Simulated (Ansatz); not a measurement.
CrO3 (Amm2, No. 38, 4 atoms in the cell; start mp-753740; a measured phase of this formula has another space group) was calculated with PBEsol in Ansatz (plane waves, PAW).

Numerical settings: plane-wave cutoff 520 eV, 12×8×8 k mesh (along the axes of the cell as run), Fermi–Dirac smearing 0.01 eV, no spin polarisation, scalar-relativistic PAW data made under PBE.

Cell (relaxed at this level):

CrO₃ has the orthorhombic space group Amm2 (No. 38), Pearson symbol oS8. Conventional cell: a = 3.0572 Å, b = 7.1510 Å, c = 6.0140 Å, α = β = γ = 90.00°. Cr on 2a has 2 O at 1.571 Å and 2 O at 1.758 Å (tetrahedral). O1 on 2b has 2 Cr at 1.758 Å (bent). O2 on 4d sees 1 Cr at 1.571 Å. (Neighbours: up to the widest gap in distance over summed covalent radii, below 1.35, at either atom; cation-cation and far metal-metal contacts left out.)
(The calculation used a cell of 4 atoms; values per cell refer to that cell.)

Q: Estimate the band gap and Γ–Γ gap that the calculation returns.

A: 
* **band gap**: 1.63 eV (on the SCF k mesh)
* **Γ–Γ gap**: 3.25 eV

Note: the relaxation could not lower the start's symmetry, so the cell can be a saddle point above a distorted one.

Static lattice: no zero-point or thermal effects.

A start named mp-… is a Materials Project structure, which need not be a measured phase.

Ansatz is an electronic-structure program.
